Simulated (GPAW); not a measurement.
# Pressure against volume in zinc-blende CdSe (space group 216) (GPAW, PBE)

```xyz
2
Lattice="0.0000 2.9712 2.9712 2.9712 0.0000 2.9712 2.9712 2.9712 0.0000" Properties=species:S:1:pos:R:3 pbc="T T T"
Cd     0.0000     0.0000     0.0000
Se     4.4568     4.4568     4.4568
```

Computed with PBE, GPAW PAW datasets PBE (gpaw-data 1.0.1) (plane waves; GPAW 25.7.0). Settings: mode = pw; ecut = 585 eV; xc = PBE; kpts = 9 9 9; mesh shift (steps) = 0 0 0; occupations.name = fermi-dirac; occupations.width = 0.01 eV; nbands = -6; convergence.bands = -4; symmetry.symmorphic = false; symmetry.tolerance = 0.0005; maxiter = 100. The cell above is the first row's. The rows scale it uniformly. In all rows fractional positions and the k mesh are held.

```
V (Å^3/atom)  P (GPa)
------------  -------
26.230              ?
26.800           5.68
27.371           4.25
27.941           2.99
28.511           1.85
29.081           0.83
29.651          -0.09
30.222          -0.90
30.792          -1.65
```

The 8 complete rows are fitted with a cubic, P against V. With u = V - 28.8, the rows have u = -2.0000, -1.4290, -0.8590, -0.2890, 0.2810, 0.8510, 1.4220, 1.9920. Least squares gives P = 1.317 - 1.7839·u + 0.1730·u² - 0.01254·u³. Residuals (row less fit): 0.003, -0.006, 0.005, 0.003, 0.001, -0.006, 0.006, -0.001; standard error 0.006 (degrees of freedom: 4). The fitted pressure is zero at V0 = 29.60, where dP/dV = -1.532, so B0 = -V0·dP/dV = 45.3 GPa.

Problem. Estimate the missing P (V = 26.230); what did the run itself give?

Solution. u = -2.5700, so P = 1.317 - 1.7839 × (-2.5700) + 0.1730 × (-2.5700)² - 0.01254 × (-2.5700)³ = 7.257 GPa. The calculation gives 7.27 GPa, 0.013 GPa above the prediction (0.1 % of the range of P in the table). The row lies outside the fitted rows, so this is an extrapolation. From the scatter of the fitted rows alone, a prediction at this place has a standard error of 0.017 GPa, so the miss is 0.8 times that.

Carrying the step between the two nearest rows on in a straight line would have given 7.11, off by 0.16; series whose last step already gives the withheld value aren't shown. The scan was laid around a cell of about the measured size, scaled by a guess for this functional. This is one of two polymorphs. The runs keep the symmetry of the cell, so they don't test it for distortions. Cutoffs and mesh are single choices, not tested for convergence of this quantity. Series with a scatter that would blur these digits, or in which a gap closes, are not shown.
